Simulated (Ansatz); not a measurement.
In a (4,4) SiC nanotube, the lowest empty band has its minimum at the zone edge and lies 0.045 eV higher 0.0633 Å⁻¹ away along the axis.

Method: PBE (plane waves to 420 eV, PAW; Ansatz, an electronic-structure program). Mesh 1×1×10. No spin polarisation. It repeats along c; a and b span vacuum. A hypothetical model, rolled from the flat sheet. Symmetry and one short period hold its shape; lower forms weren't sought.

Estimate the electron mass along the axis.

For a parabola ΔE = ħ²Δk²/2m, and ħ²/2mₑ = 3.810 eV Å². So m/mₑ = 3.810 × 0.0633²/0.045 = 0.34. The curvature over a step a third as long gives 0.33; the band is close to a parabola here.
